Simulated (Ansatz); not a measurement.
Take CdSe in the zinc blende structure (space group F-43m, No. 216; a = 6.0818 Å) as the base.

Now apply this change: every lattice vector is shortened by 0.30 %, atoms relaxed at fixed cell.

Levels (all Ansatz, a program for electronic structure, PAW): PBEsol (420 eV, no spin-orbit coupling); r2SCAN (500 eV, without spin-orbit coupling); HSE06 (420 eV, no spin-orbit coupling).

At the geometry relaxed with PBEsol, these levels gave the following band gaps, in shuffled order: (a) 0.50 eV, (b) 1.57 eV, (c) 1.12 eV.

Problem. Match each gap to its level.

Solution. (a) PBEsol; (b) HSE06; (c) r2SCAN.

Single points use the geometry relaxed with PBEsol. The cells carry an imposed strain or load. Stability against distortions was not tested.
